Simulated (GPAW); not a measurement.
Band structure of ZrIn3 (I4/mmm, 4 atoms in the cell).

```
ZrIn3
1.0
   -2.15006     2.15006     4.97804
    2.15006    -2.15006     4.97804
    2.15006     2.15006    -4.97804
Zr In
1 3
Direct
  0.00000   0.00000   0.00000
  0.25000   0.75000   0.50000
  0.75000   0.25000   0.50000
  0.50000   0.50000   0.00000
```

Computed with PBEsol, GPAW PAW datasets PBEsol (made by gpaw-setup) (plane waves; GPAW).

Settings: mode = pw; ecut = 550 eV; xc = PBEsol; kpts = 7 7 7; mesh shift (steps) = 0 0 0; occupations.name = fermi-dirac; occupations.width = 0.1 eV; nbands = -8; symmetry.symmorphic = false; symmetry.tolerance = 0.0005; maxiter = 120; bandpath_npoints = 40.

The starting cell comes from a database of computed structures (which also holds hypothetical and non-ambient phases and stackings), without a prior relaxation at this level. Its lattice was rescaled by a random factor within 2.5 % of one.

Levels in eV from the Fermi level, bands 23 to 29:
```json
[
 {"point": "Γ", "23": "-1.17", "24": "-1.17", "25": "-1.09", "26": "-0.13", "27": "1.36", "28": "1.83", "29": "1.83"},
 {"point": "X", "23": "-3.30", "24": "-2.33", "25": "-2.26", "26": "-1.02", "27": "1.94", "28": "1.99", "29": "2.11"},
 {"point": "Y", "23": "-3.12", "24": "-2.13", "25": "-1.58", "26": "-0.90", "27": "1.45", "28": "2.14", "29": "2.26"},
 {"point": "S", "23": "-1.17", "24": "-0.87", "25": "-0.59", "26": "0.62", "27": "0.77", "28": "1.57", "29": "2.21"},
 {"point": "Z", "23": "-0.98", "24": "-0.98", "25": "-0.19", "26": "1.00", "27": "1.00", "28": "1.35", "29": "2.73"},
 {"point": "S1", "23": "-1.17", "24": "-0.87", "25": "-0.59", "26": "0.62", "27": "0.77", "28": "1.57", "29": "2.21"},
 {"point": "N", "23": "-3.35", "24": "-1.17", "25": "-0.35", "26": "0.50", "27": "1.64", "28": "2.32", "29": "2.50"},
 {"point": "P", "23": "-3.77", "24": "-1.72", "25": "-1.72", "26": "-1.42", "27": "1.35", "28": "1.99", "29": "2.16"},
 {"point": "Y1", "23": "-3.12", "24": "-2.13", "25": "-1.58", "26": "-0.90", "27": "1.45", "28": "2.14", "29": "2.26"}
]
```

Bands cross the Fermi level along this path, so the cell is metallic at this level.
